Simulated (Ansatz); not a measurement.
An Ansatz (a first-principles code) run: Hf with a change (uniaxial strain ε_zz = −2.00 %); Kohn–Sham DFT with the PBE functional, run in Ansatz with PAW and 420 eV plane waves, scalar-relativistic without spin-orbit coupling.

Input:

Ansatz 0.2 input:
```yaml
crystal:
  lattice:
    - [3.2039969904, 0, 0]
    - [-1.6019984952, 2.7747427873, 0]
    - [0, 0, 4.9711163854]
  atoms:
    - { symbol: Hf, position: [0.6666666667, 0.3333333333, 0.75] }
    - { symbol: Hf, position: [0.3333333333, 0.6666666667, 0.25] }
basis: { ecutwfc: 420, ecutrho_ratio: 4, xc_grid: 2, fft_grid_basis: typed }
kpoints: { mp_grid: { grid: [21, 21, 12] } }
hamiltonian:
  xc: pbe
  dispersion: none
  pseudopotentials: { kind: paw }
scf: { occupations: { method: fermi_dirac, width: 0.1 }, convergence: { dr2_threshold: 0.0000000002 } }
relax: { f_tol: 0.005, max_steps: 50 }
output: { forces: true, stress: true }
checkpoint: { write: state.ck, write_every: 1000 }
```

Output (explanatory and most iteration lines left out):

```
Relaxation: its limit of steps is 50 (relax.max_steps)
Pseudopotential: Hf, paw, valence charge 26
Crystal: 2 atoms, lattice volume = 44.195 Å³
Basis set: ecut = 420 eV, 881 PW (Γ), exchange–correlation on 48×48×72 points (8 copies of the dense FFT grid, shifted against one another)
Bands: 32, of which v1, the nominal top of the filled ones, is band 26 counted from 1 (25 counted from 0)
Symmetry: 24 space group operations
Space group: P63/mmc (ITA 194), of the structure as read, at distance tolerance 3.5e-5 Å
k-points: 336 of 5292
Functional: x = pbe(κ = 0.804, μ = 0.2195149727645171), c = pbe(β = 0.06672455060314922)
SCF iter   1: F=—  HF=-31442.738986 eV  |F-HF|=—  |Δ(HF+E_count)|=         —  Δρ=2.95e-3  dr2=1.83e-3  ethr=1.77e-3  ⟨swp⟩=4.6  Hψ=35509  notcnv=0
SCF iter   2: F=—  HF=-31442.739224 eV  |F-HF|=—  |Δ(HF+E_count)|=   2.38e-4  Δρ=1.84e-3  dr2=7.75e-4  ethr=3.51e-6  ⟨swp⟩=2.4  Hψ=20478  notcnv=0
SCF 1 converged in 9 iterations: F = -31442.739431 eV  dr2 = 1.53e-11
relax step   1: F+E_penalty+E_count = -31442.73943120 eV  Δ(F+E_penalty+E_count) = +0.000e0 eV  max|allowed force component| = 1.388e-16 eV/Å  Δτ_max = 0.0000 Å  (9 SCF iters, accepted)
SCF converged after 9 iterations
Free energy (F): -31442.739431 eV
Internal energy: -31442.685607 eV  (E = F + TS)
E sigma→0 (E₀):  -31442.712519 eV
Entropy (-TS):   -0.053824 eV (-26.912 meV/atom)
Fermi energy:    20.170236 eV
--- Forces (eV/Å), atoms counted from 1 ---
  atom   1  Hf     0.00000000     0.00000000    -0.00000000
  atom   2  Hf    -0.00000000    -0.00000000     0.00000000
--- Stress (GPa, compression-positive) ---
        1.408986      -0.000000       0.000000
        0.000000       1.408986      -0.000000
        0.000000      -0.000000       4.111714
  P = ⅓ Tr σ = 2.3099 GPa (23.099 kbar)
--- Relaxed structure (1 steps of the walk, 1 accepted, 0 SCFs on fresh bases) ---
  atoms:
    - { symbol: Hf, position: [0.6666666666666666, 0.33333333333333337, 0.7500000000000001] }
    - { symbol: Hf, position: [0.33333333333333337, 0.6666666666666667, 0.25000000000000006] }
```

Whether these cells are dynamically stable was not tested. The final runs are not spin-polarised. The cell was made from Hf in the hcp (Mg type) structure (space group P6_3/mmc, No. 194) by this change: uniaxial strain ε_zz = −2.00 %.
